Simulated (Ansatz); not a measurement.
# TiC, pressure series

The reference is TiC in the rock salt structure (space group Fm-3m, No. 225; a = 4.3329 Å).

Cell and atoms are relaxed at each pressure.

Levels (all Ansatz, an electronic-structure program, PAW): PBE (420 eV, no spin-orbit coupling); PBEsol (420 eV, scalar-relativistic without spin-orbit coupling).

The base cell above is that of PBE; each level relaxes its own structures.

```csv
case,"lattice parameter a, PBE","lattice parameter a, PBEsol"
pressure −2 GPa,4.345 Å,4.304 Å
pressure −1 GPa,4.339 Å,4.299 Å
pressure 0.3 GPa,4.331 Å,?
pressure 0.7 GPa,4.329 Å,4.290 Å
pressure 1.5 GPa,4.325 Å,?
pressure 3 GPa,4.316 Å,?
pressure 5 GPa,4.305 Å,?
pressure 7.5 GPa,4.292 Å,4.255 Å
pressure 10 GPa,4.280 Å,4.244 Å
```

Some entries are withheld; estimate them.


- pressure 0.3 GPa, lattice parameter a, PBEsol: 4.292 Å
- pressure 1.5 GPa, lattice parameter a, PBEsol: 4.285 Å
- pressure 3 GPa, lattice parameter a, PBEsol: 4.278 Å
- pressure 5 GPa, lattice parameter a, PBEsol: 4.268 Å

PBE lies above PBEsol in every row, by 0.036 Å to 0.041 Å. They put the cases in the same order.

Load acts through the strain it causes; cell and atoms are relaxed under it. Whether these cells are dynamically stable was not tested. No other phases were tried under pressure. The base started in Pnma and relaxed to Fm-3m at this level. All final runs are without spin polarisation.
